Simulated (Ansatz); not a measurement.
# How a calculation on Ca2TcO4 (I4/mmm, 7 atoms in the cell) responds to its settings

```
Ca2TcO4
1.0
   -1.73279     1.73279     6.07060
    1.73279    -1.73279     6.07060
    1.73279     1.73279    -6.07060
Tc Ca O
1 2 4
Direct
  0.00000   0.00000   0.00000
  0.36075   0.36075   0.00000
  0.63925   0.63925   0.00000
  0.50000   0.00000   0.50000
  0.00000   0.50000   0.50000
  0.18240   0.18240   0.00000
  0.81760   0.81760   0.00000
```

Base run A: Ansatz (a first-principles code) with PBE, harder PAW files (source: ansatz), self-consistent single point.

Its settings: basis.ecutwfc = 930 eV; kpoints.mp_grid.grid = 7 7 7; hamiltonian.xc = pbe; hamiltonian.pseudopotentials = {kind: paw, source: ansatz}; scf.occupations.method = gaussian; scf.occupations.width = 0.272 eV.

The starting cell was generated: these elements placed on a structure prototype, without a prior relaxation; it need not be a known phase or ordering of this composition. Its lattice was rescaled by a random factor within 2.5 % of one. Spin polarisation is off; with an odd number of electrons in the cell that forces a metal, and a magnetic state may lie lower. In the base run, with a pressure of about 56 GPa the cell is away from its equilibrium volume at this level. In the base run, forces exceed 1 eV/Å. Ansatz's pressure includes its estimate of the finite-basis (Pulay) stress.

Runs:
- B: hamiltonian.xc: pbe → lda [LDA (PW92)]
- C: hamiltonian.xc: pbe → pbesol [PBEsol]
- D: hamiltonian.xc: pbe → rpbe [RPBE]
- E: hamiltonian.xc: pbe → revpbe [revPBE]
- F: hamiltonian.xc: pbe → blyp [BLYP]
- G: basis.ecutwfc: 930 eV → 1050 eV; hamiltonian.xc: pbe → r2scan [r2SCAN]

| run | pressure (GPa) | largest force (eV/Å) |
|---|---|---|
| A | 55.51 | 2.918 |
| B | … | 2.967 |
| C | … | 2.915 |
| D | … | 2.950 |
| E | 59.41 | 2.940 |
| F | 63.46 | 3.119 |
| G | 52.06 | 3.087 |

Problem. Some entries are withheld; supply them.

Solution. 
- B, pressure (GPa): 40.77
- C, pressure (GPa): 47.28
- D, pressure (GPa): 60.84

Keys are those of Ansatz 0.2.
